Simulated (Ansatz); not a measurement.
The starting structures come from a database of crystals and need not be the phases stable at ambient conditions.

Tunnelling through a barrier is set by its complex band structure: the current falls as exp(−2κd) with the smallest κ.

Consider the following.

```
AlLi3H6
1.0
    5.55820     0.00000     0.00000
   -0.13570     5.55655     0.00000
    0.13570     0.13905     5.55481
Li Al H
6 2 12
Direct
  0.43259   0.93904   0.74941
  0.56741   0.06096   0.25059
  0.25059   0.43259   0.06096
  0.74941   0.56741   0.93904
  0.93904   0.25059   0.56741
  0.06096   0.74941   0.43259
  0.50000   0.50000   0.50000
  0.00000   0.00000   0.00000
  0.04827   0.70498   0.08894
  0.95173   0.29502   0.91106
  0.91106   0.04827   0.29502
  0.08894   0.95173   0.70498
  0.70498   0.91106   0.95173
  0.29502   0.08894   0.04827
  0.57330   0.43059   0.20509
  0.42670   0.56941   0.79491
  0.79491   0.57330   0.56941
  0.20509   0.42670   0.43059
  0.43059   0.79491   0.42670
  0.56941   0.20509   0.57330
```

The cell is taken as given.

Transport runs along the normal of the first two printed cell vectors, the (101) plane of the conventional cell.

The gap is the functional's own. No spin-orbit coupling. Mid-gap values are those at the computed energy nearest the middle.

### Question
Compute, with r2SCAN (Ansatz, a program for electronic structure), the band gap and the smallest decay constant κ at mid-gap.

### Answer
Gap 4.23 eV on a 6×6×6 mesh; κ = 0.394 1/Å, at (0.333, 0.000) of the in-plane reciprocal vectors. At the zone centre the slowest state has κ = 0.42 1/Å.
